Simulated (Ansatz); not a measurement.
Habitual settings against a tight run: Al₂O₃ (R-3c, 10 atoms in the cell)

Self-consistent single point.

```
CELL_PARAMETERS angstrom
      2.42990     1.40291     4.42192
     -2.42990     1.40291     4.42192
      0.00000    -2.80581     4.42192
ATOMIC_POSITIONS crystal
  Al 0.14790 0.14790 0.14790
  Al 0.85210 0.85210 0.85210
  Al 0.35210 0.35210 0.35210
  Al 0.64790 0.64790 0.64790
  O  0.94386 0.55614 0.25000
  O  0.05614 0.44386 0.75000
  O  0.25000 0.94386 0.55614
  O  0.75000 0.05614 0.44386
  O  0.55614 0.25000 0.94386
  O  0.44386 0.75000 0.05614
```

Level of theory: LDA (PW92), PAW files made with PBE (plane waves; Ansatz, a quantum-chemistry and plane-wave program).

Base settings: basis.ecutwfc = 420 eV; kpoints.mp_grid.grid = 4 4 4; hamiltonian.xc = lda; hamiltonian.pseudopotentials = {kind: paw} (the program's default PAW files); scf.occupations.method = fixed.

Tight run (finer mesh or higher cutoff; not a proven limit): basis.ecutwfc: 420 eV → 590 eV; kpoints.mp_grid.grid: 4 4 4 → 6 6 6; scf.convergence.dr2_threshold: default (1e-07 eV) → 1e-09 eV. It gave top of the valence band (on the code's own zero) 6.57 eV; gap on the k-point mesh 5.41 eV; pressure -18.24 GPa; largest force (vector length) 0.120 eV/Å.

Quick runs, as changes from the base:
- A: the base itself
- B: basis.ecutwfc: 420 eV → 335 eV; kpoints.mp_grid.grid: 4 4 4 → 2 2 2; kpoints.mp_grid.shift: default → 0.5 0.5 0.5; scf.convergence.dr2_threshold: default (1e-07 eV) → 0.0001 eV
- C: basis.ecutwfc: 420 eV → 250 eV; kpoints.mp_grid.grid: 4 4 4 → 3 3 3; scf.occupations.method: fixed → gaussian; scf.occupations.width: default → 0.5 eV
- D: basis.ecutwfc: 420 eV → 250 eV; kpoints.mp_grid.grid: 4 4 4 → 1 1 1; hamiltonian.xc: lda → pbesol; kpoints.mp_grid.shift: default → 0.5 0.5 0.5; scf.convergence.dr2_threshold: default (1e-07 eV) → 0.001 eV [PBEsol]
- E: basis.ecutwfc: 420 eV → 250 eV; kpoints.mp_grid.grid: 4 4 4 → 6 6 6; scf.occupations.method: fixed → gaussian; scf.occupations.width: default → 0.136 eV

Dashes: energy of D, another energy zero.

Gaps are read on each run's own mesh, which may miss the band edges.

† marks runs with another functional, U, potentials or spin treatment: their distance from the tight run is not a convergence error alone.

The count of work is k-points × plane waves × bands × iterations; it is no time. 

Pressures in the table are Ansatz's without its Pulay estimate, at a fixed set of plane waves; the tight run's value above holds the estimate.

The starting cell comes from a database of computed structures (which also holds hypothetical and non-ambient phases and stackings), without a prior relaxation at this level. Its lattice was rescaled by a random factor within 2.5 % of one. In the base run, with a pressure of about -18 GPa the cell is away from its equilibrium volume at this level.

```csv
run,energy less tight (meV/atom),pressure less tight (GPa),largest miss in a force vector (eV/Å),gap on the mesh less tight (eV),count of work / tight
A,3.1,-0.68,0.002,0.000,0.22
B,83.2,-10.64,0.052,1.058,0.020
C,915.2,-74.15,0.197,-0.147,0.046
D†,–,-61.95,0.372,2.795,0.0064
E,911.2,-73.89,0.207,-0.181,0.24
```

Among the runs at the tight run's level, the energy misses run from 3.1 to 915.2 meV/atom.

Left out of this page: 1 run of the series outside the window shown, repeating another row's setting, or not comparable.

Keys are those of Ansatz 0.2.
